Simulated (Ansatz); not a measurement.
# Pb: energy against volume

Pb (fcc, Fm-3m, 32.006 Å³/atom and stress up to 0.01 GPa in the relaxed cell, cube axes along x, y and z) under an equal strain ε along all three axes. PBE in Ansatz, a plane-wave DFT program (PAW, default set), 420 eV, 23×23×23 Γ-centred mesh, Fermi-Dirac smearing 0.10 eV. Against the start cell, which lies near the measured one, the relaxed cell differs by 5.6 % in volume; the values below rest on it.

Here V stands for volume and E for E less E0.

```csv
volume (Å³/atom),E less E0 (meV/atom),pressure (GPa)
29.2111,?,?
30.1239,14.70,2.76
30.5873,7.99,1.99
31.0555,3.38,1.28
31.5284,0.75,0.61
32.0061,0.00,0.00
32.4886,1.02,-0.57
32.9759,3.70,-1.09
33.4681,7.95,-1.58
33.9651,13.68,-2.03
```

Fit E of the 9 rows that show it with the third-order Birch-Murnaghan form, a cubic in V^(-2/3). With u = V^(-2/3) - 0.0992, the rows have u = 0.0040902, 0.0030443, 0.0020141, 0.0009995, 0.0000000, -0.0009847, -0.0019546, -0.0029104, -0.0038520. Least squares gives E = 0.002 - 150.6·u + 898607·u² + 4116647·u³. Residuals (row less fit): -0.001, 0.002, 0.002, -0.003, -0.002, 0.002, 0.001, 0.000, 0.000; standard error 0.003 (degrees of freedom: 5). Its minimum lies at u = 0.0000837, so V0 = (0.0992837)^(-3/2) = 31.97. There d²E/du² = 1799000 and d³E/du³ = 2.470e7, so B0 = (4/9) × 31.97^(-7/3) × 1799000 × 0.160218 = 39.5 GPa (the last factor turns the table's units into GPa), and B0' = 4 + (2/3) × 0.0992837 × (2.470e7)/1799000 = 4.9. B0' rests on the cubic coefficient alone and has a standard error of 0.1 from these residuals.

Question: Estimate the missing E (V = 29.2111); what did the run itself give?

Answer: u = 0.0062309, so E = 0.002 - 150.6 × 0.0062309 + 898607 × 0.0062309² + 4116647 × 0.0062309³ = 34.947 meV/atom. The calculation gives 34.97 meV/atom, 0.023 meV/atom above the prediction (0.1 % of the range of E in the table). The row lies outside the fitted rows, so this is an extrapolation. The scatter of the fitted rows lies at the last printed digit.

In a metal these values are sensitive to mesh and smearing; energies are taken to zero smearing, stresses follow the free energy. Spin-orbit coupling is left out, which can shift these values for the heavy elements here. Other structures, which can take over under pressure, weren't tried. The same form fitted to the pressure column gives B0' = 4.8; series where the two differ by over 0.4 aren't shown. Rows are the converged runs of the series near zero and its far end, less any whose ions stayed unrelaxed beside relaxed ones; series whose fitted rows scatter by over a few per cent of the range, as at a crossing or softening among them, aren't shown in this form.
